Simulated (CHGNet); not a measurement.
# Fluorite CoSi₂

Level of theory: the machine-learned potential CHGNet 0.3.0 (trained on PBE and PBE+U data).

Cell (relaxed at this level):

```
CELL_PARAMETERS angstrom
      0.00000     2.68154     2.68154
      2.68154     0.00000     2.68154
      2.68154     2.68154     0.00000
ATOMIC_POSITIONS crystal
  Co 0.00000 0.00000 0.00000
  Si 0.25000 0.25000 0.25000
  Si 0.75000 0.75000 0.75000
```

```json
{
 "lattice_parameter_a": "5.363 Å",
 "volume_per_atom": "12.85 Å³/atom"
}
```

Measured, for comparison: lattice constant a 5.365 Å, equilibrium volume per atom 12.87 Å³/atom (room temperature, not corrected to a static lattice; as tabulated in Hegde and Bowen (2014), arXiv:1405.1317). Computed (rounded) less measured: lattice constant a 0.0 %, equilibrium volume per atom -0.2 %.

A machine-learned potential is trained on density-functional data: it inherits that level's misses and adds fitting errors of its own.

Note: the model gives imaginary modes for this phase (in the spectrum interpolated from a supercell).
